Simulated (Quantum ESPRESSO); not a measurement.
Several settings converged on Pb (P-3m1, 2 atoms in the cell)

```xyz
2
Lattice="3.4542 0.0000 0.0000 -1.7271 2.9915 0.0000 0.0000 0.0000 5.9674" Properties=species:S:1:pos:R:3 pbc="T T T"
Pb     0.0000     1.9943     1.5419
Pb     1.7271     0.9972     4.4756
```

Base method: PBEsol, GBRV 1.5 ultrasoft (PBESOL) pseudopotentials (plane waves; Quantum ESPRESSO).

Base settings: ecutwfc = 40 Ry; ecutrho = 200 Ry; occupations = smearing; smearing = gauss; degauss = 0.0073499 Ry; potentials = {Pb: pb_pbesol_v1.uspp.F.UPF}; K_POINTS = automatic 7 7 3 0 0 0; conv_thr = 1e-10 Ry; mixing_beta = 0.7.

The count of work is k-points × plane waves × bands × iterations; it is no time. Core times come from one kind of shared machine, to one figure; runs under 30 s give none.

**The k-point mesh at a smearing width of 0.02 eV**

In this ladder: degauss = 0.00147 Ry.

Only quantities that move along the ladder and can be compared are tabulated.

| K_POINTS | free energy less the last step's (meV/atom) | pressure (GPa) | largest difference of a force vector from the last step's (eV/Å) | count of work / last |
|---|---|---|---|---|
| automatic 4 4 2 0 0 0 | 234.46 | -1.96 | 0.615 | 0.021 |
| automatic 6 6 3 0 0 0 | -5.63 | -1.42 | 0.026 | 0.033 |
| automatic 8 8 4 0 0 0 | 26.64 | -1.56 | 0.098 | 0.068 |
| automatic 12 12 6 0 0 0 | 0.53 | -1.47 | 0.006 | 0.19 |
| automatic 18 18 9 0 0 0 | 1.34 | -1.33 | 0.019 | 0.57 |
| automatic 21 21 11 0 0 0 | 0.00 | -1.34 | 0.000 | 1.0 |

Coarsest K_POINTS that holds the free energy within 5 meV/atom of the last step, with all finer ones: automatic 12 12 6 0 0 0, at 0.19 of the last step's count of work; the step before is off by 27 meV/atom.

Coarsest K_POINTS that holds the pressure within 0.05 GPa of the last step, with all finer ones: automatic 18 18 9 0 0 0; the step before is off by 0.13 GPa.

Coarsest K_POINTS that holds the forces within 0.02 eV/Å: not settled: the last two steps still differ by 0.019 eV/Å, over half the tolerance, so the ladder does not show it.

**The mesh under tetrahedron occupations**

In this ladder: occupations = tetrahedra_opt; smearing = default; degauss = default.

Only quantities that move along the ladder and can be compared are tabulated.

```csv
K_POINTS,free energy less the last step's (meV/atom),pressure (GPa),largest difference of a force vector from the last step's (eV/Å),count of work / last,core time / last (rough)
automatic 5 5 3 0 0 0,62.85,-0.94,0.041,0.019,–
automatic 7 7 4 0 0 0,69.02,-0.75,0.158,0.059,0.09
automatic 11 11 6 0 0 0,21.88,-1.25,0.055,0.18,0.2
automatic 17 17 9 0 0 0,2.05,-1.26,0.003,0.51,0.6
automatic 21 21 11 0 0 0,0.00,-1.32,0.000,1.0,1
```

Coarsest K_POINTS that holds the pressure within 0.5 GPa of the last step, with all finer ones: automatic 11 11 6 0 0 0, at 0.18 of the last step's count of work and about 0.2 of the last step's time; the step before is off by 0.57 GPa.

Coarsest K_POINTS that holds the forces within 0.02 eV/Å of the last step, with all finer ones: automatic 17 17 9 0 0 0; the step before is off by 0.055 eV/Å.

Coarsest K_POINTS that holds the free energy within 5 meV/atom of the last step, with all finer ones: automatic 17 17 9 0 0 0; the step before is off by 22 meV/atom.

On the base run: the starting cell comes from a database of computed structures (which also holds hypothetical and non-ambient phases and stackings), without a prior relaxation at this level. Its lattice was rescaled by up to half a per cent. One atom was moved a little off its site on purpose. Without a gap this mesh is coarse (it stands for a supercell whose shortest vector is 18 Å).
